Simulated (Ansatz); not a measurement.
The starting structures come from a database of crystals and need not be the phases stable at ambient conditions.

Evanescent states of In$_{5}$AgTe$_{8}$ (P-42m, not sure to be the ambient phase, 14 atoms a cell, 36.1 Å³ an atom) along the normal of (001)

Calculation: r2SCAN (plane waves, PAW; Ansatz, a program for electronic structure).

The gap is the functional's own. No spin-orbit coupling. Mid-gap values are interpolated on the energy grid.

Energies count from the valence-band top; κ is the least over a 6×6 mesh across the current.

| E (eV) | κ (1/Å) | where |
|---|---|---|
| 0.03 | 0.093 | Γ |
| 0.07 | 0.095 | Γ |
| 0.12 | 0.096 | Γ |
| 0.17 | 0.096 | Γ |
| 0.23 | 0.095 | Γ |
| 0.28 | (withheld) | Γ |
| 0.33 | (withheld) | Γ |
| 0.38 | (withheld) | Γ |
| 0.42 | (withheld) | Γ |
| 0.47 | (withheld) | Γ |
| 0.53 | (withheld) | Γ |
| 0.57 | 0.063 | Γ |
| 0.62 | 0.050 | Γ |
| 0.68 | 0.030 | Γ |

Some entries are withheld; supply them.


- 0.28, κ (1/Å): 0.094
- 0.33, κ (1/Å): 0.092
- 0.38, κ (1/Å): 0.089
- 0.42, κ (1/Å): 0.085
- 0.47, κ (1/Å): 0.079
- 0.53, κ (1/Å): 0.072
